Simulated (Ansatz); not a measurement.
Functionals compared on F on the 1x1 (0001) surface of hcp Ru, one in a 2x2 cell, started at the site 'hollow Ru-Ru-Ru', in Ansatz (plane waves, PAW). The structure was relaxed with PBE; the other rows are single points on it, each with its references at the same level. Cutoff 420 eV (500 eV for r2SCAN).

Set-up: 17 atoms, 6.3 Å thick at the start under the adsorbate (thin: gaps and levels are the slab's own); mesh 6x6x1; 0.1 eV smearing; dipole correction on; 8 atoms held, the rest relaxed; start symmetry kept, larger cells not searched; no spin, no spin-orbit, no U, no dispersion correction. At the end it is bonded to 3 Ru. In PBE it is, or lies within 0.03 eV of, the lowest of the starts that converged. These notes are the PBE run's. Adsorption energies are against ½ F2(g). A negative adsorption energy means that the adsorbate is more stable on the surface than in its reference.

| functional | adsorption energy (eV) | work function of the top face (eV) | change of the work function (eV) | rough cost of the single point |
|---|---|---|---|---|
| PBE | -2.91 | 5.58 | 0.58 | – |
| RPBE | -2.73 | 5.42 | 0.60 | around 60 core-seconds (rough) |
| r2SCAN | -3.23 | 5.66 | 0.66 | very roughly 2.0 core-minutes |

Ansatz is a first-principles code.
